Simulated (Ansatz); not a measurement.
BN under load (space group P6_3mc), r2SCAN, rigid bands (Ansatz, an electronic-structure program). Condition of this run: biaxial stress in the c plane of 18 GPa (compression positive) (the target of the relaxation). Band gap 5.58 eV, N_c = 1.29e19 cm⁻³ and N_v = 4.49e19 cm⁻³ at 300 K, conductivity masses along y (a = (2.50, 0.00, 0.00) Å; b = (-1.25, 2.17, 0.00) Å; c = (0.00, 0.00, 4.21) Å) of 0.488 mₑ (electrons) and 0.780 mₑ (holes). Take k_BT = 0.02585 eV.

### Question
Find the intrinsic carrier density and the intrinsic Fermi level.

### Answer
n_i = √(N_c N_v) exp(−E_g/2k_BT) = 2.41e19 × exp(−107.92) = 3.2e-28 cm⁻³. The level lies (k_BT/2) ln(N_v/N_c) = 16 meV from mid-gap (positive towards the conduction band). Each 0.1 eV added to the gap lowers n_i by a factor of 6.9.

### Question
A film of it is 5 nm thick, with its normal along the direction named. Estimate the confinement energies in an infinite well.

### Answer
ħ²π²/(2m t²) = 0.376 eV·nm²/(m/mₑ × t²) gives 30.8 meV for electrons and 19.3 meV for holes, so the gap would widen to about 5.63 eV. Finite barriers and nonparabolic bands lower this, and with several valleys or bands the heaviest mass along the normal sets the lowest level, not this average.

### Question
What thermal injection velocity √(2k_BT/πm) limits a ballistic channel along the direction named?

### Answer
7.70e6 cm/s for electrons and 6.09e6 cm/s for holes, a ratio of √(m_h/m_e) = 1.26, for dilute carriers.

Rigid bands with the computed gap; masses take one relaxation time for all states. Spin-orbit coupling is left out. Geometry: cell and atoms relaxed with PBEsol.
